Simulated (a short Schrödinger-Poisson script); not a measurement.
Structure: MOS inversion layer, SiO2 on p-type InP, at 300 K.

| layer | material | thickness (nm) | Na (cm⁻³) |
|---|---|---|---|
| 1 | SiO2 | 1.7 | - |
| 2 | InP | 220 | 4.9e18 |

Constants are typed, rounded textbook-type inputs, not results; the design itself was drawn at random and stands for no fabricated device. SiO2: permittivity 3.9, conduction-band edge (eV) 3.48, gap (eV) 9, electron mass (mₑ) 0.5. InP: permittivity 12.5, conduction-band edge (eV) 0, gap (eV) 1.344, Nv at 300 K (cm⁻³) 1.1e19.

Channel valleys (confinement mass, in-plane density-of-states mass, number): Γ 0.08, 0.08, 1. At the gate the conduction-band edge of layer 1 lies 3.87 eV − eVg above the Fermi level of the channel; the field vanishes at the back. Gaps are held at their typed values at every temperature. Mesh 0.03 nm at interfaces.

Solved with a short Schrödinger-Poisson script written for these runs: 1D Poisson equation in equilibrium, electrons quantum, Hartree (BenDaniel-Duke, 12 states a valley, the channel's in-plane mass for all, wave functions ending at the dielectric), parabolic valleys, classical holes, full ionisation, no traps, pinning or gate leakage.

The same stack at other levels of the model or other numerical settings:

```tsv
run	sheet density of all electrons at Vg = 1.8 V (cm⁻²)	capacitance at Vg = 1.8 V (μF/cm²)	centroid of the channel electrons at Vg = 1.8 V (nm)	gate voltage at 1e11 electrons/cm² (V)	rough cost against the base
base	3.86e11	0.933	2.33	1.72	about 1
electrons treated as classical, Boltzmann	___	1.89	___	1.22	0.06
electrons treated as classical, Fermi-Dirac	2.35e12	___	0.73	1.25	0.4
electrons treated as quantum, Hartree plus LDA exchange-correlation	4.75e11	1.02	2.33	1.71	about 1
mesh six times as coarse	3.89e11	0.935	2.33	1.72	0.3
one subband a valley	3.86e11	0.933	2.33	1.72	0.6
```

Q: What belongs in the gaps?

A: 
- electrons treated as classical, Boltzmann, sheet density of all electrons at Vg = 1.8 V (cm⁻²): 5.75e12
- electrons treated as classical, Boltzmann, centroid of the channel electrons at Vg = 1.8 V (nm): 0.18
- electrons treated as classical, Fermi-Dirac, capacitance at Vg = 1.8 V (μF/cm²): 1.12

The classical rows ignore confinement, and Boltzmann statistics overrate the density once the band edge passes the Fermi level.
